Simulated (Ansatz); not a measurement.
The starting structures come from a database of crystals and need not be the phases stable at ambient conditions.

Inside the gap of an insulator the Bloch states are evanescent, with a wavenumber k + iκ along the transport direction.

Consider the following.

```xyz
20
Lattice="4.0398 0.0000 0.0000 0.0000 13.9070 0.0000 0.0000 6.1456 6.9064" Properties=species:S:1:pos:R:3 pbc="T T T"
Ba     1.0100    17.2146     6.4654
Ba     3.0299     2.8379     0.4410
Ba     3.0299     7.0618     2.8700
Ba     1.0100    12.9908     4.0364
Cu     3.0299     3.9178     3.7399
Cu     1.0100    16.1347     3.1665
Cu     1.0100     9.8397     2.5806
Cu     3.0299    10.2129     4.3258
Cu     3.0299    13.3661     1.1746
Cu     1.0100     6.6865     5.7318
Cu     1.0100     5.7240     0.4008
Cu     3.0299    14.3286     6.5056
S      1.0100     8.2334     0.7881
S      3.0299    11.8192     6.1183
S      3.0299     5.5116     5.5436
S      1.0100    14.5410     1.3628
S      3.0299    15.5722     4.4695
S      1.0100     4.4804     2.4369
S      1.0100     8.8534     4.7332
S      3.0299    11.1992     2.1732
```

Space group of this cell: Pnma. The cell is taken as given; by r2SCAN its mean pressure is -0.6 GPa.

Transport runs along the normal of the first two printed cell vectors.

No gap correction and no spin-orbit coupling; mid-gap values are interpolated between computed energies.

### Question
Predict the band gap and the smallest decay constant κ at mid-gap from r2SCAN run with Ansatz (an electronic-structure program).

### Answer
Gap 1.35 eV on a 8×6×6 mesh; κ = 0.168 1/Å, at the zone centre.
